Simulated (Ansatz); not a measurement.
The starting structures come from a database of crystals and need not be the phases stable at ambient conditions.

Data:

```yaml
crystal:
  lattice:
    - [6.09157, 0.00000, 0.00000]
    - [0.00000, 10.53575, 0.00000]
    - [0.00000, 3.54499, 5.02594]
  atoms:
    - { symbol: Ba, position: [0.49084, 0.24833, 0.25722] }
    - { symbol: Ba, position: [0.50916, 0.75167, 0.74278] }
    - { symbol: Ba, position: [0.99084, 0.25167, 0.74278] }
    - { symbol: Ba, position: [0.00916, 0.74833, 0.25722] }
    - { symbol: La, position: [0.00000, 0.50000, 0.00000] }
    - { symbol: La, position: [0.50000, 0.00000, 0.00000] }
    - { symbol: Ta, position: [0.50000, 0.50000, 0.50000] }
    - { symbol: Ta, position: [0.00000, 0.00000, 0.50000] }
    - { symbol: O, position: [0.00577, 0.22674, 0.20592] }
    - { symbol: O, position: [0.99423, 0.77326, 0.79408] }
    - { symbol: O, position: [0.50577, 0.27326, 0.79408] }
    - { symbol: O, position: [0.49423, 0.72674, 0.20592] }
    - { symbol: O, position: [0.25710, 0.46323, 0.32344] }
    - { symbol: O, position: [0.74290, 0.53677, 0.67656] }
    - { symbol: O, position: [0.75710, 0.03677, 0.67656] }
    - { symbol: O, position: [0.24290, 0.96323, 0.32344] }
    - { symbol: O, position: [0.71837, 0.46377, 0.29862] }
    - { symbol: O, position: [0.28163, 0.53623, 0.70138] }
    - { symbol: O, position: [0.21837, 0.03623, 0.70138] }
    - { symbol: O, position: [0.78163, 0.96377, 0.29862] }
```

Space group of this cell: P2_1/c. The cell is taken as given; by r2SCAN its mean pressure is 0.7 GPa.

Transport runs along the normal of the first two printed cell vectors.

The gap is the functional's own. No spin-orbit coupling. Mid-gap values are interpolated on the energy grid.

Predict the band gap and the smallest decay constant κ at mid-gap from r2SCAN (Ansatz, a quantum-chemistry and plane-wave program).

Gap 4.15 eV on a 6×4×6 mesh; κ = 0.411 1/Å, at the zone centre.
